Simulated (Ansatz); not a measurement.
# Nb3Au under a change: pressure 5 GPa

Start from Nb3Au in the A15 (Cr3Si type) structure (space group Pm-3n, No. 223; a = 5.174 Å).

Now apply this change: a hydrostatic pressure of 5 GPa.

The values are results of Ansatz (a quantum-chemistry and plane-wave program), PBEsol, PAW, cutoff 420 eV, no spin-orbit coupling, not measurements. Settings: 9×9×9 k-points, 0.05 eV Fermi–Dirac smearing.

- Volume per atom = 16.91 Å³ (base 17.32 Å³)
- Density = 11.68 g/cm³ (base 11.40 g/cm³)
- Lattice parameter a = 5.134 Å (base 5.174 Å)
- Shortest interatomic distance = 2.567 Å (base 2.587 Å)
- Band gap = zero (base zero)

Cost of the whole job for the changed cell (relaxation, final SCF and bands): about 2.4 core-minutes (a rough figure).

Load acts through the strain it causes; cell and atoms are relaxed under it. Whether these cells are dynamically stable was not tested. Competing high-pressure phases were not computed. All final runs are without spin polarisation.
